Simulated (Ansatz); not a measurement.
Seebeck coefficient (μV/K, mean over directions) of p-type Zr3N4 (I-43d) against carrier density, PBEsol, rigid bands run with Ansatz (a program for electronic structure). Computed gap 0.76 eV; densities at which minority carriers matter at this gap, or further valleys turn the trend, are left out. Conductivity mass 0.84 mₑ (harmonic mean over directions), N_v = 1.9e20 cm⁻³ at 300 K.

| hole density | 300 K | 500 K |
|---|---|---|
| 1e18 cm⁻³ | 633 | 685 |
| 3e18 cm⁻³ | 538 | 591 |
| 1e19 cm⁻³ | ___ | 487 |
| 3e19 cm⁻³ | 340 | 393 |
| 1e20 cm⁻³ | 238 | 290 |
| 3e20 cm⁻³ | 148 | ___ |
| 1e21 cm⁻³ | ___ | 108 |

### Question
What belongs in the gaps?

### Answer

- 1e19 cm⁻³, 300 K: 434
- 3e20 cm⁻³, 500 K: 198
- 1e21 cm⁻³, 300 K: 69

Rigid bands with a gap fixed in temperature, one relaxation time for all states, no polarons or phonon drag, and whether or not such doping can be reached. Spin-orbit coupling is left out; where it splits the top of the valence band, N_v and the p-type Seebeck coefficient come out somewhat high without it.

Computed structure with no diffraction record at hand here (it may be known, metastable or hypothetical): Zr3N4 (I-43d).
